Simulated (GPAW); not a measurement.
**Equation of state of CsCl-type CuZn (space group 221): energy against volume (GPAW, PBE)**

```
CuZn
1.0
    2.89755     0.00000     0.00000
    0.00000     2.89755     0.00000
    0.00000     0.00000     2.89755
Zn Cu
1 1
Direct
  0.50000   0.50000   0.50000
  0.00000   0.00000   0.00000
```

Computed with PBE, GPAW PAW datasets PBE (gpaw-data 1.0.1) (plane waves; GPAW 25.7.0). Settings: mode = pw; ecut = 780 eV; xc = PBE; kpts = 20 20 20; mesh shift (steps) = 0 0 0; occupations.name = fermi-dirac; occupations.width = 0.05 eV; nbands = -10; symmetry.symmorphic = false; symmetry.tolerance = 0.0005; maxiter = 100. The cell above is the first row's. The rows scale it uniformly. In all rows fractional positions and the k mesh are held. E is the free energy at the stated smearing, counted from the lowest row.

```
V (Å^3/atom)  E (meV/atom)
------------  ------------
12.164               25.18
12.428               11.85
12.692                3.67
12.957                0.00
13.221                0.35
13.486                4.24
13.750               11.25
14.015               21.07
14.279                   ?
```

Q: Fit E against V with the third-order Birch-Murnaghan form, a cubic in V^(-2/3), and predict the withheld value at V = 14.279.

A: With u = V^(-2/3) - 0.180, the rows have u = 0.009067, 0.006380, 0.003786, 0.001272, -0.001149, -0.003500, -0.005767, -0.007970. Least squares gives E = -0.291 - 184.25·u + 321040·u² + 998070·u³. Residuals (row less fit): 0.005, -0.010, 0.003, 0.004, 0.007, -0.004, -0.007, 0.005; standard error 0.009 (degrees of freedom: 4). Its minimum lies at u = 0.000287, so V0 = (0.180287)^(-3/2) = 13.06. There d²E/du² = 643800 and d³E/du³ = 5988000, so B0 = (4/9) × 13.06^(-7/3) × 643800 × 0.160218 = 114 GPa (the last factor turns the table's units into GPa), and B0' = 4 + (2/3) × 0.180287 × (5988000)/643800 = 5.1. The program's pressures in the fitted runs (not shown) pass through zero at V = 13.01, 0.42 % from this V0. At the withheld row, u = -0.010097, so E = -0.291 - 184.25 × (-0.010097) + 321040 × (-0.010097)² + 998070 × (-0.010097)³ = 33.272 meV/atom. The calculation gives 33.32 meV/atom, 0.048 meV/atom above the prediction (0.1 % of the range of E in the table). The row lies outside the fitted rows, so this is an extrapolation. From the scatter of the fitted rows alone, a prediction at this place has a standard error of 0.021 meV/atom, so the miss is 2.3 times that.

Carrying the step between the two nearest rows on in a straight line would have given 30.85, off by 2.47; series whose last step already gives the withheld value aren't shown. The scan was laid around a cell of about the measured size, scaled by a guess for this functional. The runs keep the symmetry of the cell, so they don't test it for distortions. Spin polarisation is off. Cutoffs and mesh are single choices, not tested for convergence of this quantity. Series with a scatter that would blur these digits, or in which a gap closes, are not shown. Nor are scans whose minimum lies at an end fitted in this form.
